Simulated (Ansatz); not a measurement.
Na₃SCl (model structure, started from the Li3OCl type, Pm-3m, No. 221, 5 atoms in the cell), treated with G0W0@PBEsol in Ansatz (hard PAW, contour deformation).

The cell is the one relaxed with PBEsol. Conventional cell: a = 5.1702 Å, b = 5.1702 Å, c = 5.1702 Å, α = 90.00°, β = 90.00°, γ = 90.00°.

One run with a 6×6×6 mesh, response cutoff 70 eV and 338 empty bands, not extrapolated in mesh or basis; no spin–orbit coupling.

Highest filled and lowest empty level by k point (fractions of the reciprocal vectors of the cell (5.170 0.000 0.000) (0.000 5.170 0.000) (0.000 0.000 5.170) Å; eV from the valence maximum of each method):

| k | PBEsol filled | PBEsol empty | QP filled | QP empty |
|---|---|---|---|---|
| 0 0 0 | 0.00 | 2.68 | 0.00 | 4.55 |
| 0 0 0.167 | -0.03 | 3.07 | ___ | ___ |
| 0 0 0.333 | -0.10 | 3.94 | -0.12 | 5.92 |
| 0 0.167 0.333 | -0.10 | 4.10 | -0.13 | 6.08 |
| 0 0.333 0.333 | -0.11 | 4.45 | -0.13 | 6.42 |
| 0.167 0.167 -0.5 | -0.12 | 4.96 | ___ | ___ |
| 0.167 0.333 0.333 | -0.21 | 4.69 | -0.23 | 6.69 |
| 0.333 -0.5 -0.5 | -0.53 | 5.50 | -0.57 | 7.53 |

Problem. Estimate the withheld levels to about 0.1 eV.

Solution. 
- 0 0 0.167, QP filled: -0.04
- 0 0 0.167, QP empty: 4.96
- 0.167 0.167 -0.5, QP filled: -0.14
- 0.167 0.167 -0.5, QP empty: 6.94

Note: the relaxation could raise the start's symmetry but not lower it, so the cell can be a saddle point.

A model structure was made by putting elements into a prototype or built by hand; it is no filed structure, need not be a known phase, and can be a saddle point held by its symmetry.

Ansatz is a quantum-chemistry and plane-wave program.
